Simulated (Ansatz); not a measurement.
The reference is BaHfO₃ in the cubic perovskite structure (space group Pm-3m, No. 221; a = 4.158 Å).

Level of theory: PBEsol (Ansatz, an electronic-structure program), no spin-orbit coupling.

One change was made to it. Results:

```tsv
quantity	base	after
electron mass (degenerate bands, along [100])	0.33, 0.33, 2.2 mₑ (at Γ)	0.32, 0.32, 2.2 mₑ (at Γ)
volume per atom	14.37 Å³	13.98 Å³
```

Question: Which change produced these results?
A) pressure 1.5 GPa
B) pressure −2 GPa
C) pressure 5 GPa
D) pressure 10 GPa
E) pressure 0.7 GPa

Answer: C, pressure 5 GPa. For comparison, the electron mass in the other runs: pressure −2 GPa gives 0.33, 0.33, 2.3 mₑ (at Γ); pressure 0.7 GPa gives 0.33, 0.33, 2.2 mₑ (at Γ); pressure 1.5 GPa gives 0.33, 0.33, 2.2 mₑ (at Γ); pressure 10 GPa gives 0.31, 0.31, 2.2 mₑ (at Γ).

Spin-orbit coupling, missing from the scalar runs, can matter with Hf. The levels and masses belong to the bands next to the band gap. Load acts through the strain it causes; cell and atoms are relaxed under it. Effective masses come from finite differences of ±0.01 Å⁻¹. Whether these cells are dynamically stable was not tested. No other phases were tried under pressure. The base started in P4mm and relaxed to Pm-3m at this level.
